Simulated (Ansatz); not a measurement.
AlP under load (space group F-43m), PBE with spin-orbit coupling, rigid bands run with Ansatz (a program for electronic structure). Condition of this run: hydrostatic pressure of 1.4 GPa (compression positive) (the target of the relaxation). Band gap 1.54 eV, N_c = 1.69e19 cm⁻³ and N_v = 5.80e19 cm⁻³ at 300 K, conductivity masses of 0.339 mₑ (electrons) and 0.696 mₑ (holes). Take k_BT = 0.02585 eV.

Problem. A film of it is 3 nm thick. Estimate the confinement energies in an infinite well.

Solution. ħ²π²/(2m t²) = 0.376 eV·nm²/(m/mₑ × t²) gives 123 meV for electrons and 60.0 meV for holes, so the gap would widen to about 1.72 eV. Finite barriers and nonparabolic bands lower this, and with several valleys or bands the heaviest mass along the normal sets the lowest level, not this average.

Problem. What thermal injection velocity √(2k_BT/πm) limits a ballistic channel?

Solution. 9.24e6 cm/s for electrons and 6.45e6 cm/s for holes, a ratio of √(m_h/m_e) = 1.43, for dilute carriers.

Problem. Find the intrinsic carrier density and the intrinsic Fermi level.

Solution. n_i = √(N_c N_v) exp(−E_g/2k_BT) = 3.13e19 × exp(−29.78) = 3.6e6 cm⁻³. The level lies (k_BT/2) ln(N_v/N_c) = 16 meV from mid-gap (positive towards the conduction band). Each 0.1 eV added to the gap lowers n_i by a factor of 6.9.

Rigid bands with the computed gap; masses take one relaxation time for all states. Geometry: cell and atoms relaxed with PBEsol.
